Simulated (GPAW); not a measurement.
Input and output of a self-consistent single point for HfH2 (P1, 3 atoms in the cell) (GPAW).

Computed with LDA (Perdew-Wang 92), GPAW PAW datasets LDA (gpaw-data 1.0.1) (plane waves; GPAW).

```
CELL_PARAMETERS angstrom
     -1.73070     1.73070     2.14480
      1.73070    -1.73070     2.14480
      1.73070     1.73070    -2.14480
ATOMIC_POSITIONS crystal
  Hf 0.01080 0.99658 0.00580
  H  0.24281 0.75252 0.50478
  H  0.74638 0.25090 0.48942
```

Reference input (self-consistent single point, DFT PBEsol, plane waves, GPAW PAW datasets PBEsol (made by gpaw-setup)): mode = pw; ecut = 800 eV; xc = PBEsol; kpts = 10 10 11; mesh shift (steps) = 0 0 0; occupations.name = methfessel-paxton; occupations.width = 0.1 eV; occupations.order = 0; nbands = -11; convergence.forces = 0.001 eV/Å; symmetry.symmorphic = false; symmetry.tolerance = 0.0005. This run's input differs from it in these lines:

```diff
@@ -14,3 +14,3 @@
 calc = GPAW(mode={'name': 'pw', 'ecut': 800},
-            xc='PBEsol',
+            xc='LDA',
             kpts={'size': (10, 10, 11), 'gamma': True},
```

Its files differ too (potentials: GPAW PAW datasets LDA (gpaw-data 1.0.1)).

Output, abridged:

```
     iter     time        total  log10-change:
                         energy   eigst   dens  force
iter:   1 --:--:--   -17.693950
iter:   2 --:--:--   -17.603271   -1.78  -1.10
iter:   3 --:--:--   -17.105238   -1.54  -1.13
iter:   4 --:--:--   -17.089254   -3.90  -2.00
iter:   5 --:--:--   -17.081592   -2.98  -2.04
iter:   6 --:--:--   -17.081488   -4.83  -2.75
iter:   7 --:--:--   -17.081013c  -4.41  -2.79
iter:   8 --:--:--   -17.080980c  -6.27  -3.46
iter:   9 --:--:--   -17.080980c  -6.98  -3.85
iter:  10 --:--:--   -17.080980c  -7.77c -4.02c
iter:  11 --:--:--   -17.080980c  -9.19c -4.83c -4.61c
Converged after 11 iterations.

Dipole moment: (0.267758, -0.561216, -0.085149) |e|*Ang

Energy contributions relative to reference atoms: (reference = -409665.586405)

Kinetic:        +13.277674
Potential:      -13.243867
External:        +0.000000
XC:             -16.631345
Entropy (-ST):   -0.002926
Local:           -0.481978
SIC:             +0.000000
--------------------------
Free energy:    -17.082443
Extrapolated:   -17.080980

Showing only first 2 kpts
 Kpt  Band  Eigenvalues  Occupancy
  0     5      8.41020    2.00000
  0     6      9.20698    2.00000
  0     7      9.48600    1.99911
  0     8     10.07070    0.00000

  1     5      6.99710    2.00000
  1     6      9.43731    1.99994
  1     7     10.20076    0.00000
  1     8     11.16628    0.00000

Fermi level: 9.72096

No gap
No difference between direct/indirect transitions
Energy (eV): -17.08098

Forces in eV/Ang:
  0 Hf    0.19811   -0.40474   -0.07912
  1 H    -0.21276    0.15370    0.14997
  2 H     0.01479    0.25076   -0.07089

Stress tensor:
     0.021212     0.000872     0.008203
     0.000872     0.031048    -0.001835
     0.008203    -0.001835     0.027055
Stress (GPa, Voigt): [ 3.3985  4.9744  4.3347 -0.294   1.3142  0.1398]
```

The run converged in 11 iterations. GPAW prints stress with tension positive. Against the reference run the pressure goes from -0.48 to -4.24 GPa and the largest force goes from 0.476 to 0.458 eV/Å.

The starting cell comes from a database of computed structures (which also holds hypothetical and non-ambient phases and stackings), without a prior relaxation at this level. Its atoms were displaced at random from the sites of space group no. 139. With a pressure of about -4 GPa the cell is away from its equilibrium volume at this level.

Cost on one core of a shared machine: roughly 3 min.
